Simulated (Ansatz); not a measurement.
```yaml
crystal:
  lattice:
    - [3.54261, 0.00000, 0.00000]
    - [-1.77131, 3.06799, 0.00000]
    - [0.00000, 0.00000, 18.93792]
  atoms:
    - { symbol: Hf, position: [0.00000, 0.00000, 0.50000] }
    - { symbol: S, position: [0.33333, 0.66667, 0.57893] }
    - { symbol: S, position: [0.66667, 0.33333, 0.42107] }
```

The numbers are results of PBE with spin-orbit coupling, rigid bands (plane waves, PAW; Ansatz, a first-principles code), not measurements. Condition of this run: biaxial strain -3 % with spin-orbit coupling. Cell: cell and atoms relaxed with PBE, then loaded as said.

Problem. Predict the hole conductivity mass (n e² τ/σ) at 300 K, by direction if it differs.

Solution. 0.29 mₑ.

Problem. What conductivity effective mass do dilute electrons have at 300 K?

Solution. 0.38 mₑ.

Problem. And the band gap?

Solution. 0.85 eV at this level; semilocal functionals usually fall short of the measured gap.

Rigid bands, one relaxation time for all states, no polarons.

Model free-standing layer, not matched to a measured one here: monolayer HfS2.
